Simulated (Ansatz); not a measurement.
Take ScAl3 in the Cu3Au type structure (space group Pm-3m, No. 221; a = 4.072 Å) as the base.

The change: a hydrostatic pressure of 15 GPa.

Levels (all Ansatz, an electronic-structure program, PAW): PBEsol (420 eV, without spin-orbit coupling); r2SCAN (500 eV, scalar-relativistic without spin-orbit coupling).

The geometry is relaxed with PBEsol.

PBEsol pressure: 15.0 GPa

With r2SCAN at the same geometry, the pressure grows by 1.9 GPa, from 15.0 GPa to 16.9 GPa.

Single points use the geometry relaxed with PBEsol. Their cutoffs differ, which shifts pressures a little. Load acts through the strain it causes; cell and atoms are relaxed under it. Stability against distortions was not tested. No other phases were tried under pressure. All final runs are without spin polarisation.
